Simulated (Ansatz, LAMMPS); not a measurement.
Si well of 16 atomic layers along [001] in random Si0.5Ge0.5, 5 % Ge through the well

Cell 16.85 × 16.85 × 55.32 Å, Si478Ge242, 720 atoms. Prepared with Tersoff's 1989 multicomponent potential (SiCGe.tersoff) run with LAMMPS: minimisation. 

All values below come from PBE, support functions at accuracy medium on the grid of 370 eV (norm-conserving potentials; Ansatz, an electronic-structure program).

Basis: localised support functions (accuracy medium) on a full density matrix. k-points: zone centre alone; occupations: Fermi-Dirac, 0.010 eV; spin polarisation not allowed. Spin-orbit coupling is left out.

```yaml
Kohn-Sham gap of the cell on its k-mesh: 0.21 eV
weight_of_the_highest_filled_level_on_the_well: 0.06
weight_of_the_lowest_empty_level_on_the_well: 0.97
coordination (neighbours within 2.874 Å): 100.0 % 4-fold
Ge-Ge bonds, mean ± spread: 2.478 ± 0.008 Å
Ge-Si bonds, mean ± spread: 2.431 ± 0.009 Å
Si-Si bonds, mean ± spread: 2.393 ± 0.008 Å
bond angles, mean ± spread: 109.5° ± 1.4°
pressure: -1.21 GPa
cost_of_the_final_run: roughly 30 core-minutes, 13 SCF iterations, 15 GiB
```
